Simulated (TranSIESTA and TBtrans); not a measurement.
## Si chain with one bond stretched by 1.0 Å

System: Si chain with one bond stretched by 1.0 Å. Leads: straight Si chain, spacing 2.25 Å. Geometry: as built, not relaxed.

Computed with TranSIESTA and TBtrans, PBE, DZP numerical orbitals (energy shift 0.15 eV), PseudoDojo norm-conserving scalar-relativistic potentials, mesh cutoff 200 Ry, 300 K, no spin polarisation, no spin-orbit coupling; self-consistent non-equilibrium Green functions.

```
Item                               Value
---------------------------------  -----
Conductance at 300 K (G0 = 2e²/h)   1.01
Mean T from −0.5 to 0.5 eV          0.90
```

Energies count from the leads' Fermi level. Transmissions are for one spin of a degenerate pair. The energy step is 0.01 eV; narrower resonances are cut or missed.

| E (eV) | T | lead channels |
|---|---|---|
| -2.00 | 0 | 0 |
| -1.90 | 0 | 0 |
| -1.80 | 0 | 0 |
| -1.70 | 0 | 0 |
| -1.60 | 0 | 0 |
| -1.50 | 0 | 0 |
| -1.40 | 0 | 0 |
| -1.30 | 0 | 0 |
| -1.20 | 0.063 | band edge |
| -1.10 | 0.15 | 3 |
| -1.00 | 0.21 | 3 |
| -0.90 | 0.27 | 3 |
| -0.80 | 0.32 | 3 |
| -0.70 | 0.39 | 3 |
| -0.60 | 0.47 | 3 |
| -0.50 | 0.57 | 3 |
| -0.40 | 0.68 | 3 |
| -0.30 | 0.80 | 3 |
| -0.20 | 0.91 | 3 |
| -0.10 | 0.98 | 3 |
| 0.00 | 1.02 | 3 |
| 0.10 | 1.01 | 3 |
| 0.20 | 0.99 | 3 |
| 0.30 | 0.96 | 3 |
| 0.40 | 0.93 | 3 |
| 0.50 | 0.90 | 3 |
| 0.60 | 0.88 | 3 |
| 0.70 | 0.86 | 3 |
| 0.80 | 0.85 | 3 |
| 0.90 | 0.85 | 3 |
| 1.00 | 0.85 | 3 |
| 1.10 | 0.86 | 3 |
| 1.20 | 0.87 | 3 |
| 1.30 | 0.88 | 3 |
| 1.40 | 0.90 | 3 |
| 1.50 | 0.91 | 3 |
| 1.60 | 0.93 | 3 |
| 1.70 | 0.95 | 3 |
| 1.80 | 0.98 | 3 |
| 1.90 | 1.00 | 3 |
| 2.00 | 1.02 | 3 |

The straight chain is held at its spacing; free chains may zigzag or dimerise. No spin-polarised start was tried, so a magnetic state, if there is one, is missed.
